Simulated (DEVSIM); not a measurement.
System: abrupt GaAs n-p junction, at 300 K.

Layer 1 from the left is GaAs, thickness (μm) 0.290, Nd (cm⁻³) 1.5e17, τn (s) 4.3e-10, τp (s) 4.3e-10. Layer 2 from the left is GaAs, thickness (μm) 10.0, Na (cm⁻³) 3.5e17, τn (s) 4.3e-10, τp (s) 4.3e-10.

Left contact: ohmic. Right contact: ohmic. Voltage is applied to the left contact. Recombination: SRH at mid-gap, radiative. Mobility is constant in doping.

Constants are typed, rounded textbook-type inputs, not results; the design itself was drawn at random and stands for no fabricated device. Values at 300 K.

GaAs: gap (eV) 1.424, affinity (eV) 4.07, permittivity 12.9, Nc (cm⁻³) 4.7e17, Nv (cm⁻³) 9e18, μn (cm²/Vs) 8500, μp (cm²/Vs) 400, B (cm³/s) 2e-10.

### Question
Estimate by hand the built-in potential, the peak field at zero bias, the capacitance at 2 V, and compare with a numerical solution.

### Answer

- Built-in potential: ni = √(Nc Nv) exp(−Eg/2kT) = 2250000 cm⁻³ with Eg = 1.424 eV; Vbi = kT/q ln(Na Nd/ni²) = 1.311 V; numerical 1.311 V.
- Peak field at zero bias: depletion approximation: W = √(2εVbi/(qN)) = 0.133 μm with N = 1.05e17 cm⁻³; field = 2Vbi/W = 196000 V/cm; numerical 193000 V/cm (estimate above by 2.0 %).
- Capacitance at 2 V: C = √(qεN / 2(Vbi + |V|)) = 53.9 nF/cm²; numerical 54.3 nF/cm² (estimate below by 0.78 %).

DEVSIM, 1D drift-diffusion, Boltzmann statistics, complete ionisation; no tunnelling, impact ionisation, image-force lowering or self-heating.
